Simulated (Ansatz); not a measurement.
Pressure series in PbTe

Base system: PbTe in the rock salt structure (space group Fm-3m, No. 225; a = 6.5353 Å).

Cell and atoms are relaxed at each pressure.

All numbers come from Ansatz (an electronic-structure program) r2SCAN, no spin-orbit coupling, earlier PAW set.

Candidates:
(a) pressure 7.5 GPa
(b) pressure 3 GPa
(c) pressure 10 GPa

Base values:

```
Quantity   Result
--------  -------
Band gap  1.10 eV
```

Problem. Order them by band gap, highest first.

Solution. (b) pressure 3 GPa (0.96 eV), (a) pressure 7.5 GPa (0.76 eV), (c) pressure 10 GPa (0.66 eV)

Spin-orbit coupling, missing from the scalar runs, can matter with Pb and Te. Load acts through the strain it causes; cell and atoms are relaxed under it. Stability against distortions was not tested. No other phases were tried under pressure.
